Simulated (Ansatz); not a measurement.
Consider a 16-atom cell of Ti(N,O) started in the rock salt structure, site fractions N 0.625, O 0.375, short-range order -0.07 among the nearest mixed sites of the first mixed sublattice (0 is random, a negative value favours unlike neighbours), space group R-3m at the end, an ordered arrangement that its symmetry holds. Its start:

```xyz
16
Lattice="0.0000 4.2671 4.2671 4.2676 -0.0005 4.2676 4.2671 4.2671 0.0000" Properties=species:S:1:pos:R:3 pbc="T T T"
Ti    -0.0001     0.0478    -0.0478
Ti     2.0858     2.1336    -0.0478
Ti     2.1816    -0.0480     2.1339
Ti     4.3237     2.0770     2.1901
Ti    -0.0563     2.1899     2.0772
Ti     2.0858     4.3149     2.1335
Ti     2.1816     2.1332     4.3152
Ti     4.2674     4.2191     4.3152
O      2.1337     2.1334     2.1337
O      4.2672     4.2670     2.1337
N      4.2675     2.1332     4.2675
N      6.4010     4.2667     4.2675
N      2.1337     4.2670     4.2672
O      4.2672     6.4005     4.2672
N      4.2675     4.2667     6.4010
N      6.4010     6.4003     6.4010
```

All values below come from PBE (plane waves to 420 eV, PAW; Ansatz, a quantum-chemistry and plane-wave program). Scalar-relativistic, without spin–orbit coupling; the runs are not spin-polarised. Its k-point mesh 5×5×5, Fermi–Dirac width 0.05 eV.

**Question.** Predict the alloy's volume and bond lengths.

**Answer.** The volume per atom is 9.76 Å³ and the N–Ti bonds (within 1.22 times the sum of covalent radii) comes out as 2.091 Å on average, from 2.052 to 2.149 (30). The O–Ti bonds (within 1.22 times the sum of covalent radii) is 2.222 Å on average, from 2.213 to 2.226 (18).
